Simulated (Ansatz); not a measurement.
**A computed series for TiO: pressure series**

Consider TiO (space group C2/m, No. 12).

```xyz
10
Lattice="4.6039 -2.0617 0.0000 4.6039 2.0617 0.0000 -1.7175 0.0000 5.4966" Properties=species:S:1:pos:R:3 pbc="T T T"
Ti     5.4484     0.0000     1.7811
Ti     2.0418     0.0000     3.7155
Ti     4.6957     0.0000     4.5645
Ti     2.7945     0.0000     0.9321
Ti    -0.8588     0.0000     2.7483
O      4.6039     0.0000     0.0000
O      7.3591     0.0000     0.9240
O      0.1311     0.0000     4.5727
O      6.5185     0.0000     3.6189
O      0.9717     0.0000     1.8777
```

Cell and atoms are relaxed at each pressure.

Method: Ansatz (an electronic-structure program) PBEsol, without spin-orbit coupling.

```csv
pressure (GPa),volume per atom (Å³/atom)
-2,10.536
-1,10.485
0,10.435
0.3,10.421
1.5,10.362
3,10.291
5,?
7.5,10.092
10,9.989
```

Problem. Fit the third-order Birch–Murnaghan form P(V) = (3B₀/2)[(V₀/V)^(7/3) − (V₀/V)^(5/3)]·[1 + (3/4)(B₀′ − 4)((V₀/V)^(2/3) − 1)] (squares taken in P) to the rows shown and predict the withheld row.

Solution. Least squares on the printed values gives V₀ = 10.435 Å³/atom, B₀ = 211 GPa, B₀′ = 3.8; this predicts 10.201 Å³/atom, and the run gives 10.200 Å³/atom, in agreement.

Load acts through the strain it causes; cell and atoms are relaxed under it. Whether these cells are dynamically stable was not tested. No other phases were tried under pressure. No Hubbard U is applied, and correlation can decide whether such a compound is a metal. The final runs are not spin-polarised.
